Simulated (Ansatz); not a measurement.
Consider Ta2N in the anti-CdI2 type structure (space group P-3m1, No. 164; a = 3.065 Å, c = 4.889 Å; relaxed with 0.1 eV smearing).

Method: DFT with r2SCAN+rVV10, PAW potentials and a 500 eV plane-wave cutoff in Ansatz (a program for electronic structure), no SOC.

For the base:

The pressure is 0.0 GPa.

Perturbation: the cell is scaled by 1.0090 in all directions, atoms relaxed at fixed cell.

Question: What happens to the energy relative to the base?

Answer: The energy grows by 8.7 meV/atom.

Question: Predict the new pressure.

Answer: The pressure (mean of the normal stresses, compression positive) goes from zero to -7.5 GPa.

The cells carry an imposed strain or load. Stability against distortions was not tested. All final runs are without spin polarisation. An odd electron count without spin: Ta2N.
